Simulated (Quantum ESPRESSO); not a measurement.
Worked example: self-consistent single point of Co₃Sn₂S₂ (R-3m, 7 atoms in the cell) in Quantum ESPRESSO.

Level of theory: PBEsol, PSlibrary PAW (PBE) pseudopotentials (plane waves; Quantum ESPRESSO).

```
CELL_PARAMETERS angstrom
      2.68118     1.54798     4.33916
     -2.68118     1.54798     4.33916
      0.00000    -3.09596     4.33916
ATOMIC_POSITIONS crystal
  Co 0.50000 0.00000 0.00000
  Co 0.00000 0.50000 0.00000
  Co 0.00000 0.00000 0.50000
  Sn 0.50000 0.50000 0.50000
  Sn 0.00000 0.00000 0.00000
  S  0.71954 0.71954 0.71954
  S  0.28046 0.28046 0.28046
```
Moments meant for the start (each program seeds them in its own way; μB, in the order of the atoms Co Co Co Sn Sn S S): 3.0 3.0 3.0 0.0 0.0 0.0 0.0.

Reference input (self-consistent single point, DFT, LDA (PZ), plane waves, PSlibrary PAW (LDA) pseudopotentials): ecutwfc = 55 Ry; ecutrho = 330 Ry; occupations = smearing; smearing = fd; degauss = 0.0099958 Ry; nspin = 2; K_POINTS = automatic 4 4 4 0 0 0; conv_thr = 1e-10 Ry; mixing_beta = 0.4. This run's input differs from it in these lines:

```diff
@@ -19,2 +19,3 @@
  starting_magnetization(1) = 0.333
+ input_dft = 'pbesol'
 /
@@ -25,5 +26,5 @@
 ATOMIC_SPECIES
-Co    58.9332  Co.pz-n-kjpaw_psl.1.0.0.UPF
-Sn   118.7100  Sn.pz-dn-kjpaw_psl.1.0.0.UPF
-S     32.0600  S.pz-n-kjpaw_psl.1.0.0.UPF
+Co    58.9332  Co.pbe-n-kjpaw_psl.1.0.0.UPF
+Sn   118.7100  Sn.pbe-dn-kjpaw_psl.1.0.0.UPF
+S     32.0600  S.pbe-n-kjpaw_psl.1.0.0.UPF
 ATOMIC_POSITIONS {crystal}
```

Log, with long lists cut:

```
     Self-consistent Calculation

     iteration #  1     ecut=    55.00 Ry     beta= 0.40

     total energy              =   -1481.13117486 Ry
     estimated scf accuracy    <       2.60759720 Ry

     total magnetization       =     2.06 Bohr mag/cell
     absolute magnetization    =     2.48 Bohr mag/cell

     iteration #  2     ecut=    55.00 Ry     beta= 0.40

     total energy              =   -1480.83950324 Ry
     estimated scf accuracy    <      15.19416972 Ry

     total magnetization       =     4.91 Bohr mag/cell
     absolute magnetization    =     5.14 Bohr mag/cell

     iteration #  3     ecut=    55.00 Ry     beta= 0.40

   [... lines left out ...]

     total magnetization       =    -0.00 Bohr mag/cell
     absolute magnetization    =     0.00 Bohr mag/cell

     iteration # 20     ecut=    55.00 Ry     beta= 0.40

     Magnetic moment per site  (integrated on atomic sphere of radius R)
     atom   1 (R=0.166)  charge=  6.9458  magn= -0.0001
     atom   2 (R=0.166)  charge=  6.9458  magn= -0.0001
     atom   3 (R=0.166)  charge=  6.9458  magn= -0.0001
     atom   4 (R=0.206)  charge= 11.3408  magn=  0.0000
     atom   5 (R=0.206)  charge= 11.3354  magn=  0.0000
     atom   6 (R=0.166)  charge=  3.3642  magn= -0.0000
     atom   7 (R=0.166)  charge=  3.3642  magn= -0.0000
     End of self-consistent calculation

     the Fermi energy is    12.7161 ev

!    total energy              =   -1482.35732557 Ry
     estimated scf accuracy    <          3.6E-11 Ry
     smearing contrib. (-TS)   =      -0.02007156 Ry
     internal energy E=F+TS    =   -1482.33725401 Ry

     total magnetization       =    -0.00 Bohr mag/cell
     absolute magnetization    =     0.00 Bohr mag/cell

     convergence has been achieved in  20 iterations

     Forces acting on atoms (cartesian axes, Ry/au):

     atom    1 type  1   force =     0.00000000    0.00000000   -0.00000000
     atom    2 type  1   force =    -0.00000000   -0.00000000    0.00000000
     atom    3 type  1   force =     0.00000000    0.00000000    0.00000000
     atom    4 type  2   force =     0.00000000    0.00000000    0.00000000
   [... lines left out ...]

     Total force =     0.004161     Total SCF correction =     0.000004

          total   stress  (Ry/bohr**3)                   (kbar)     P=      -36.54
  -0.00028250  -0.00000000   0.00000000          -41.56       -0.00        0.00
   0.00000000  -0.00028250   0.00000000            0.00      -41.56        0.00
   0.00000000   0.00000000  -0.00018019            0.00        0.00      -26.51

   JOB DONE.
```

The run converged in 20 iterations. Against the reference run the pressure goes from -7.41 to -3.65 GPa and the largest force goes from 0.239 to 0.076 eV/Å.

The starting cell comes from a database of computed structures (which also holds hypothetical and non-ambient phases and stackings), without a prior relaxation at this level. The starting moments vanished: the run ended non-magnetic, which need not be the lowest state. With a pressure of about -4 GPa the cell is away from its equilibrium volume at this level.

Cost on one core of a shared machine: roughly 3 min.
